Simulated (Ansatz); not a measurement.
We consider rutile MgH2, described by PBE0 (Ansatz, a program for electronic structure, plane waves, PAW).

Numerical settings: plane-wave cutoff 460 eV, 6×6×8 k mesh (along the axes of the cell as run), Fermi–Dirac smearing 0.01 eV, scalar-relativistic PAW data made under PBE.

Computed at the level's own relaxed cell.

### Question
Predict the band gap, smallest direct gap on the k points sampled, c axis length and Γ–Γ gap.

### Answer

- band gap = 5.56 eV (indirect)
- smallest direct gap on the k points sampled = 6.52 eV
- c axis length = 3.000 Å
- Γ–Γ gap = 6.87 eV

Measured, for comparison: lattice parameter c 3.021 Å (temperature not stated, not corrected to a static lattice; as tabulated in Ellinger et al., J. Am. Chem. Soc. 77, 2647 (1955) (COD 4124639)). Computed (rounded) less measured: lattice parameter c -0.7 %. A static lattice is as a rule a little smaller and stiffer than an uncorrected measurement, which narrows the difference in the lattice parameter c and would widen misses of the other sign.

Cost on a shared machine: roughly 40 core-minutes.
